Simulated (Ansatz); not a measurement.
For SiSn (model structure, started from the CsCl type, Pm-3m, No. 221, 2 atoms in the cell), LDA in Ansatz (plane waves, PAW) gives:

| Quantity | Result |
|---|---|
| equilibrium lattice constant a | 3.425 Å |
| bulk modulus B0 | 73.9 GPa |
| cohesive energy | 4.22 eV/atom |

### Question
What does PBEsol (Ansatz, a program for electronic structure, PAW) give for the same quantities?

### Answer

- lattice constant a: 3.445 Å (rises by 0.6 %)
- bulk modulus: 71.8 GPa (decreases by 2.8 %)
- cohesive energy: 3.86 eV/atom (decreases by 0.36 eV/atom)

Changes are worked out from the printed values.

Unless a cell is named, each level is at its own relaxed cell (LDA 20.09, PBEsol 20.44 Å³/atom).

Levels without +SOC leave out spin–orbit coupling, which shifts energies and cells of such heavy elements.

Caveats: the bulk modulus is −V dP/dV from two relaxed cells at ±2 % in volume (LDA, PBEsol). Ansatz's density-functional and Hartree–Fock values are scalar-relativistic unless marked +SOC, with PAW data made under PBE.

A model structure was made by putting elements into a prototype or built by hand; it is no filed structure, need not be a known phase, and can be a saddle point held by its symmetry.
